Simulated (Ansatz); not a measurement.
# Sr: element substitutions

The parent structure is Sr in the fcc (Cu type) structure (space group Fm-3m, No. 225).

```
Sr
1.0
    0.00000     2.96126     2.96126
    2.96126     0.00000     2.96126
    2.96126     2.96126     0.00000
Sr
1
Direct
  0.00000   0.00000   0.00000
```

Each row replaces one element on all its sites; cell and atoms are relaxed.

Method: Ansatz (an electronic-structure program), PBEsol, PAW, cutoff 420 eV, scalar-relativistic without spin-orbit coupling.

Before the change:

```
Quantity               Value
-------------------  -------
Lattice parameter a  5.923 Å
```

Task: The aim is a lattice parameter a between 7.157 Å and 7.930 Å. Which of these changes reaches it?
A) Sr → Cs
B) Sr → Ba
C) Sr → Y

Result: A, Sr → Cs. It gives 7.578 Å; Sr → Ba gives 6.155 Å; Sr → Y gives 4.977 Å. Changes not listed may reach it too

Stability against distortions was not tested. For Ba in this form, whether it has been made was not checked. All final runs are without spin polarisation. This is not the structure that Ba has at room temperature and ambient pressure. This is not the structure that Cs has at room temperature and ambient pressure. This is not the structure that Y has at room temperature and ambient pressure.
